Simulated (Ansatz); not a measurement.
Take Ru in the hcp (Mg type) structure (space group P6_3/mmc, No. 194) as the base.

```
CELL_PARAMETERS angstrom
      2.69188     0.00000     0.00000
     -1.34594     2.33123     0.00000
      0.00000     0.00000     4.24566
ATOMIC_POSITIONS crystal
  Ru 0.66667 0.33333 0.75000
  Ru 0.33333 0.66667 0.25000
```

The values are results of PBEsol (Ansatz, a quantum-chemistry and plane-wave program; PAW; 420 eV plane waves; without spin-orbit coupling), not measurements.

Before the change:

- Lattice parameter a: 269.2 pm

One thing is altered: cell and atoms relaxed at a pressure of 9 GPa.

**Question.** What does the calculation give for the lattice parameter a after the change?

**Answer.** The lattice parameter a falls by 2.3 pm (269.2 pm → 266.9 pm).

Load acts through the strain it causes; cell and atoms are relaxed under it. Whether these cells are dynamically stable was not tested. Competing high-pressure phases were not computed. The final runs are not spin-polarised.
